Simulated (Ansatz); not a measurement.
## MgS, response to strain and stress

The reference is MgS in the rock salt structure (space group Fm-3m, No. 225).

```
CELL_PARAMETERS angstrom
      0.00000     2.59098     2.59098
      2.59098     0.00000     2.59098
      2.59098     2.59098     0.00000
ATOMIC_POSITIONS crystal
  S  0.00000 0.00000 0.00000
  Mg 0.50000 0.50000 0.50000
```

Cartesian axes are those of the cell as printed.

Strains are applied to the cell and any free atomic positions relax; under biaxial strain the out-of-plane vector relaxes too; under stress the whole cell relaxes.

The values are results of PBEsol (Ansatz, a first-principles code, PAW, no SOC), not measurements.

Candidates:
(a) uniaxial stress, 3 GPa tension along x
(b) uniaxial strain ε_zz = −4.01 %
(c) biaxial strain −4.71 %, plane normal [001], relaxed out of plane

For the base:

| Quantity | Value |
|---|---|
| Smallest direct gap | 3.69 eV |

Order them by smallest direct gap, lowest first.

(a) uniaxial stress, 3 GPa tension along x (3.49 eV), (b) uniaxial strain ε_zz = −4.01 % (3.96 eV), (c) biaxial strain −4.71 %, plane normal [001], relaxed out of plane (4.08 eV)

Stability under load was not tested beyond the relaxation.
